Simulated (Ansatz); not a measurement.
Consider SiO2 (space group Imma, No. 74; a = 5.265 Å, b = 9.580 Å, c = 8.920 Å; a cell from a computed database, its experimental status unchecked).

The values are results of PBEsol, PAW, 420 eV (Ansatz, an electronic-structure program; no spin-orbit coupling), earlier PAW set, not measurements.

One change was made to it. Results:

The band gap drops by 0.01 eV, from 5.50 eV to 5.49 eV; the density goes up by 0.13 g/cm³ to 1.90 g/cm³.

Task: What was done to the base?
A) pressure 7.5 GPa
B) pressure −2 GPa
C) pressure 0.7 GPa
D) pressure −1 GPa

Result: C, pressure 0.7 GPa. For comparison, the density in the other runs: pressure −1 GPa gives 1.74 g/cm³; pressure −2 GPa gives 1.72 g/cm³; pressure 7.5 GPa gives 2.42 g/cm³.

Load acts through the strain it causes; cell and atoms are relaxed under it. Whether these cells are dynamically stable was not tested. No other phases were tried under pressure.
